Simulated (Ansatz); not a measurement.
Defect migration in rock-salt ZrN: La-vacancy pair (La on one host Zr site, one Zr site vacant), neutral cell. Calculation: PBE, PAW (plane waves to 420 eV; Ansatz, a quantum-chemistry and plane-wave program).

64-site cell at the relaxed PBE lattice, a 2×2×2 k-point mesh shifted by half a step, smearing 0.10 eV, spin-restricted, no finite-size correction. Static, classical nuclei. Spin-orbit coupling is left out. Forms of the defect that were not tried may lie lower.

Barriers: single points on a 3×3×3 k-point mesh shifted by half a step at the bands' geometries (they differ from the bands' own by up to 0.14 eV, and are uncertain by about as much).

The step: the La atom itself jumps into the vacancy (La-vacancy distance between ideal sites 3.25 Å throughout); the atom moves 2.99 Å along (0.00, 0.46, 0.46) of the unit cell; the moving atom starts with neighbours 2 N at 2.39, 2 N at 2.43, 2 N at 2.49 Å and ends with 2 N at 2.39, 2 N at 2.43, 2 N at 2.49 Å.

What is the computed migration barrier of this step (PBE, PAW)?

2.98 eV, the same both ways. At the saddle the moving atom has neighbours 2 N at 2.16, 2 N at 2.78, 2 N at 2.80 Å. The saddle point's order was not checked, and it lies on a symmetry element of the cell, where a band can be held.
